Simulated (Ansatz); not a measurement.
Ge: transverse stress against strain

Ge (diamond, Fd-3m, 22.214 Å³/atom at rest, cube axes along x, y and z) under a strain ε along a cube axis (axis z), the other axes held. LDA in Ansatz, a plane-wave DFT program (PAW, default set), 420 eV, 14×14×14 Γ-centred mesh, Fermi-Dirac smearing 0.05 eV; ions are relaxed within the symmetry of each cell. Stress is positive for a compressed cell.

Here s stands for strain and y for stress xx.

| strain (%) | stress xx (GPa) |
|---|---|
| -3.00 | ? |
| -1.50 | 0.75 |
| -1.00 | 0.49 |
| -0.50 | 0.24 |
| 0.00 | 0.00 |
| 0.50 | -0.23 |
| 1.00 | -0.44 |
| 1.50 | -0.65 |

Fit y of the 7 rows that show it with a straight line. Means: s 0, y 0.023. About the means, the sum of products is -3.2650 and the sum of squares of s is 7.0000; the slope is their ratio. Least squares gives y = 0.023 - 0.4664·s. Residuals (row less fit): 0.027, 0.001, -0.016, -0.023, -0.020, 0.003, 0.027; standard error 0.023 (degrees of freedom: 5). The slope gives the elastic constant C12 = 47 ± 0.9 GPa.

Estimate the missing y (s = -3.00); what did the run itself give?

y = 0.023 - 0.4664 × (-3.0) = 1.422 GPa. The calculation gives 1.61 GPa, 0.188 GPa above the prediction (8.3 % of the range of y in the table). The row lies outside the fitted rows, so this is an extrapolation. From the scatter of the fitted rows alone, a prediction at this place has a standard error of 0.036 GPa, so the miss is 5.2 times that.

One order more, fitted to all 13 runs of the series, follows each within 0.01, so the miss is the next term of a smooth law. This level leaves no gap over 0.05 eV at strain -3.00, -1.50, -1.00, -0.50, 0.00, 0.50, 1.00, 1.50, where the mesh may be coarse. Rows are the converged runs of the series near zero and its far end; series whose fitted rows scatter by over a few per cent of the range, as at a crossing or softening among them, aren't shown in this form. Most that stay on the fit to the last digits aren't either.
